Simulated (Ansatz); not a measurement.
Defect calculation: Al on the Ta site in metastable rock-salt TaN

Calculation: PBE, PAW (plane waves to 420 eV; Ansatz, an electronic-structure program). Set-up: 64-site cell; 4×4×4 shifted k-points; start: the Ta site; no spin–orbit coupling; energies good to tenths of an eV; the relaxation kept the symmetry of the starting site.

Neighbours after relaxation, in Å: of the Al atom: N 2.04, N 2.04, N 2.04, N 2.04, N 2.04, N 2.04.

| charge | moment (μB) | point group | largest move off a lattice site (Å) |
|---|---|---|---|
| 0 | not spin-polarised | Oh | 0.17 |

Point groups are those of the whole cell at tolerances of 0.03 and 0.1 Å ("near" where only the looser one holds); none is given for unsettled states.

All states together cost very roughly 3 core-minutes.
